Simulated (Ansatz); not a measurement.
## GaN, response to strain

Base system: GaN in the wurtzite structure (space group P6_3mc, No. 186; a = 3.183 Å, c = 5.184 Å). Axes: x lies along a and z along c of the hexagonal cell.

Strains are applied to the cell and any free atomic positions relax; under biaxial strain the out-of-plane vector relaxes too; under stress the whole cell relaxes.

The values are results of Kohn–Sham DFT with the r2SCAN functional, run in Ansatz (an electronic-structure program) with PAW and 500 eV plane waves, scalar-relativistic without spin-orbit coupling, earlier PAW set, not measurements.

Notes on the quantities. energy relative to the base: free energy F.

| case | energy relative to the base | shortest interatomic distance | electron mass |
|---|---|---|---|
| base | 0 meV/atom | 1.946 Å | 0.17 mₑ along c, 0.19 mₑ across (at Γ) |
| biaxial strain +0.82 %, plane normal [001], relaxed out of plane | – | 1.956 Å | 0.17 mₑ out of plane, 0.18 mₑ in plane (at Γ) |
| isotropic strain +0.86 % | +4.5 meV/atom | 1.962 Å | 0.16 mₑ along c, 0.18 mₑ across (at Γ) |
| isotropic strain +3.74 % | +78 meV/atom | 2.018 Å | 0.12 mₑ along c, 0.14 mₑ across (at Γ) |
| isotropic strain +4.11 % | +93 meV/atom | 2.025 Å | 0.12 mₑ along c, 0.13 mₑ across (at Γ) |
| uniaxial stress, 1 GPa compression along x | +0.1 meV/atom | 1.944 Å | 0.17 mₑ along z, 0.19 mₑ across (at Γ) |

The levels and masses belong to the bands next to the band gap. Effective masses come from finite differences of ±0.01 Å⁻¹. Stability under load was not tested beyond the relaxation.
